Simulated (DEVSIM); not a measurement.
Structure: Ru/SiO2/p-Ge capacitor, at 300 K.

```csv
layer (left to right),material,thickness (nm),Na (cm⁻³)
1,SiO2,4.80,-
2,Ge,430,1.9e18
```

Metal gate on the left, work function 4.7 eV. Fixed charge at the semiconductor interface 0 cm⁻² (in units of +e); interface traps 1e11 cm⁻² eV⁻¹, uniform in energy, neutral level at 0.5 of the gap above the valence band.

This is a model device: material constants are rounded textbook-type values typed into the input, and sizes, dopings and lifetimes were drawn at random. Values at 300 K.

| parameter | SiO2 | Ge |
|---|---|---|
| gap (eV) | 9 | 0.664 |
| affinity (eV) | 0.9 | 4 |
| permittivity | 3.9 | 16 |
| Nc (cm⁻³) | - | 1.04e19 |
| Nv (cm⁻³) | - | 6e18 |

Simulated with DEVSIM: 1D Poisson equation in equilibrium, Boltzmann statistics, complete ionisation; no quantum confinement or tunnelling. Metal contacts follow the ideal Schottky-Mott rule: no Fermi-level pinning, no interface dipoles.

Give the band bending (positive: bands bend down) and minority sheet density.


```csv
Vg (V),ψs (V),minority carriers (cm⁻²)
-0.1,-0.021,< 1e8
0.2,0.024,< 1e8
0.5,0.096,< 1e8
0.8,0.199,< 1e8
1.1,0.327,< 1e8
1.4,0.470,1.1e9
1.7,0.606,1.8e11
```
